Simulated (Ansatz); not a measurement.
# A computed series for Lu: pressure series

Start from Lu in the hcp (Mg type) structure (space group P6_3/mmc, No. 194; a = 3.504 Å, c = 5.452 Å).

Cell and atoms are relaxed at each pressure.

Calculations: Ansatz (a quantum-chemistry and plane-wave program) r2SCAN, no spin-orbit coupling.

Two rows of this table had their results exchanged by mistake.

| pressure | volume per atom (Å³) | shortest distance (Å) | band gap |
|---|---|---|---|
| pressure −2 GPa | 30.38 | 3.452 | zero |
| pressure −1 GPa | 29.65 | 3.422 | zero |
| pressure 0.3 GPa | 28.81 | 3.387 | zero |
| pressure 0.7 GPa | 28.57 | 3.377 | zero |
| pressure 1.5 GPa | 28.13 | 3.359 | zero |
| pressure 3 GPa | 25.50 | 3.245 | zero |
| pressure 5 GPa | 26.46 | 3.288 | zero |
| pressure 7.5 GPa | 27.36 | 3.326 | zero |
| pressure 10 GPa | 24.65 | 3.207 | zero |

Task: Which two?

Result: The rows for pressure 3 GPa and pressure 7.5 GPa: the volume has to fall steadily with pressure, so 27.36 Å³ belongs to pressure 3 GPa and 25.50 Å³ to pressure 7.5 GPa.

Load acts through the strain it causes; cell and atoms are relaxed under it. Whether these cells are dynamically stable was not tested. Competing high-pressure phases were not computed.
